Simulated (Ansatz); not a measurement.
**Dy₅Ge₃ (P6₃/mcm, No. 193; cell taken from a computed entry)**

Method: r²SCAN-D4 in Ansatz (plane waves, PAW).

Settings: plane-wave cutoff 500 eV, 6×6×6 k mesh, Fermi–Dirac smearing 0.05 eV, spin-polarised start, scalar-relativistic PAW data made under PBE.

Cell (relaxed at this level):

```cif
data_Dy10Ge6
_chemical_formula_sum 'Dy10 Ge6'
_space_group_name_H-M_alt 'P 1'
_space_group_IT_number 1
_cell_length_a 8.56621
_cell_length_b 8.56621
_cell_length_c 6.51975
_cell_angle_alpha 90.000
_cell_angle_beta 90.000
_cell_angle_gamma 120.000
loop_
_space_group_symop_operation_xyz
  'x, y, z'
loop_
_atom_site_label
_atom_site_type_symbol
_atom_site_fract_x
_atom_site_fract_y
_atom_site_fract_z
_atom_site_occupancy
Dy1 Dy 0.66667 0.33333 0.00000 1
Dy2 Dy 0.33333 0.66667 0.00000 1
Dy3 Dy 0.33333 0.66667 0.50000 1
Dy4 Dy 0.66667 0.33333 0.50000 1
Dy5 Dy 0.74673 0.74673 0.75000 1
Dy6 Dy 0.25327 0.25327 0.25000 1
Dy7 Dy 0.00000 0.74673 0.25000 1
Dy8 Dy 0.00000 0.25327 0.75000 1
Dy9 Dy 0.25327 0.00000 0.75000 1
Dy10 Dy 0.74673 0.00000 0.25000 1
Ge1 Ge 0.38804 0.38804 0.75000 1
Ge2 Ge 0.61196 0.61196 0.25000 1
Ge3 Ge 0.00000 0.38804 0.25000 1
Ge4 Ge 0.00000 0.61196 0.75000 1
Ge5 Ge 0.61196 0.00000 0.75000 1
Ge6 Ge 0.38804 0.00000 0.25000 1
```

- volume per atom: 25.90 Å³/atom
- lattice constant a: 8.566 Å
- c axis length: 6.520 Å

Note: the magnetic order was assumed, not searched for or taken from measurement; the relaxation could not lower the start's symmetry, so the cell can be a saddle point above a distorted one; the 4f shell is treated without U or exact exchange, so its levels and filling can be wrong.

Spin–orbit coupling is not included.

Computed values are for the static lattice.

Ansatz is a program for electronic structure.
